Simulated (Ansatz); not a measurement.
Take BP in the zinc blende structure (space group F-43m, No. 216) as the base.

```
BP
1.0
    0.00000     2.26829     2.26829
    2.26829     0.00000     2.26829
    2.26829     2.26829     0.00000
P B
1 1
Direct
  0.25000   0.25000   0.25000
  0.00000   0.00000   0.00000
```

Cartesian axes are those of the cell as printed.

Computed with r2SCAN/PAW in Ansatz (a program for electronic structure), no spin-orbit coupling.

Strains are applied to the cell and any free atomic positions relax; under biaxial strain the out-of-plane vector relaxes too.

One change was made to it. Results:

The band gap falls by 0.11 eV to 1.30 eV; the energy rises by 1.0 meV/atom; the valence-band top at Γ (three highest levels, from the VBM) changes from 0.00, 0.00, 0.00 eV to 0.00, -0.08, -0.08 eV.

Q: Which change produced these results?
A) biaxial strain +4.10 %, plane normal [111], relaxed out of plane
B) biaxial strain +2.36 %, plane normal [001], relaxed out of plane
C) biaxial strain −1.02 %, plane normal [001], relaxed out of plane
D) biaxial strain +0.57 %, plane normal [001], relaxed out of plane

A: D, biaxial strain +0.57 %, plane normal [001], relaxed out of plane. For comparison, the energy relative to the base in the other runs: biaxial strain −1.02 %, plane normal [001], relaxed out of plane gives +3.1 meV/atom; biaxial strain +4.10 %, plane normal [111], relaxed out of plane gives +52 meV/atom; biaxial strain +2.36 %, plane normal [001], relaxed out of plane gives +16 meV/atom.

No phonon test of stability was made.
